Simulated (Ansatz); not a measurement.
Start from Sc in the hcp (Mg type) structure (space group P6_3/mmc, No. 194; a = 3.3295 Å, c = 5.1919 Å).

Method: r2SCAN/PAW in Ansatz (an electronic-structure program), no spin-orbit coupling.

One change was made to it. Results:

The shortest interatomic distance shrinks by 0.151 Å, from 3.230 Å to 3.079 Å; the density goes up by 0.426 g/cm³ (3.00 g/cm³ → 3.42 g/cm³).

Q: What was done to the base?
(A) pressure −2 GPa
(B) pressure 9 GPa
(C) pressure 22.5 GPa
(D) pressure 2.1 GPa

A: B, pressure 9 GPa. For comparison, the shortest interatomic distance in the other runs: pressure 2.1 GPa gives 3.189 Å; pressure 22.5 GPa gives 2.926 Å; pressure −2 GPa gives 3.275 Å.

Load acts through the strain it causes; cell and atoms are relaxed under it. No phonon test of stability was made. No other phases were tried under pressure. The final runs are not spin-polarised.
